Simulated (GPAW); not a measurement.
# Short convergence ladders for K (Im-3m, 1 atom in the cell)

```
CELL_PARAMETERS angstrom
     -2.65320     2.65320     2.65320
      2.65320    -2.65320     2.65320
      2.65320     2.65320    -2.65320
ATOMIC_POSITIONS crystal
  K  0.00000 0.00000 0.00000
```

Base method: PBE, GPAW PAW datasets PBE (gpaw-data 1.0.1) (plane waves; GPAW).

Base settings: mode = pw; ecut = 600 eV; xc = PBE; kpts = 6 6 6; mesh shift (steps) = 0 0 0; occupations.name = fermi-dirac; occupations.width = 0.1 eV; nbands = -7; convergence.density = 1e-05 e/electron; convergence.energy = 1e-05 eV/electron.

The count of work is k-points × plane waves × bands × iterations; it is no time. 

**The k-point mesh at a smearing width of 0.02 eV**

In this ladder: occupations.width = 0.02 eV.

Only quantities that move along the ladder and can be compared are tabulated.

```csv
kpts,free energy less the last step's (meV/atom),pressure (GPa),count of work / last
3 3 3,-90.35,-0.17,0.012
4 4 4,68.17,0.03,0.026
5 5 5,1.49,-0.06,0.038
6 6 6,20.66,-0.03,0.052
7 7 7,-1.50,-0.06,0.070
8 8 8,5.96,-0.05,0.094
10 10 10,3.01,-0.05,0.15
14 14 14,-0.01,-0.06,0.36
21 21 21,0.00,-0.06,1.0
```

Coarsest kpts that holds the free energy within 1 meV/atom of the last step, with all finer ones: 14 14 14, at 0.36 of the last step's count of work; the step before is off by 3.0 meV/atom.

Coarsest kpts that holds the pressure within 0.1 GPa of the last step, with all finer ones: 4 4 4, at 0.026 of the last step's count of work; the step before is off by 0.11 GPa.

**The width of Gaussian smearing**

In this ladder: kpts = 10 10 10; occupations.name = methfessel-paxton; occupations.order = 0.

Narrow widths need finer meshes than wide ones, so the last steps can hold mesh noise.

Only quantities that move along the ladder and can be compared are tabulated; pressure and forces are left out, as mesh noise rules them at narrow widths.

```csv
occupations.width,free energy less the last step's (meV/atom),energy extrapolated to zero width less the last step's (meV/atom)
1 eV,-197.81,-5.33
0.5 eV,-51.72,-3.74
0.3 eV,-19.97,-2.54
0.2 eV,-9.38,-1.53
0.1 eV,-2.30,-0.67
0.05 eV,0.00,0.00
```

Widest occupations.width that holds the free energy within 5 meV/atom of the last step, with all finer ones: 0.1 eV; the step before is off by 9.4 meV/atom.

State of the energy extrapolated to zero width at the end of the ladder: still drifting one way, by 1.5 meV/atom over the last two steps, so the last step is no safe reference.

The extrapolation to zero width removes most of the smearing's effect on the energy.

**The setting conv density**

Moved along: convergence.energy, convergence.eigenstates.

The mesh stays at the base's, so the ladder's end is converged at best in this setting alone.

Only quantities that move along the ladder and can be compared are tabulated.

```tsv
convergence.density	pressure (GPa)
0.01 e/electron	0.18
0.001 e/electron	-0.04
0.0001 e/electron	-0.03
1e-05 e/electron	-0.03
1e-06 e/electron	-0.03
1e-07 e/electron	-0.03
```

Coarsest convergence.density that holds the pressure within 0.1 GPa of the last step, with all finer ones: 0.001 e/electron; the step before is off by 0.21 GPa.

On the base run: the starting cell has typed, rounded lattice constants, without a prior relaxation at this level. Its lattice was rescaled by up to half a per cent.

Left out of this page: 2 runs of the series outside the window shown, repeating another row's setting, or not comparable.
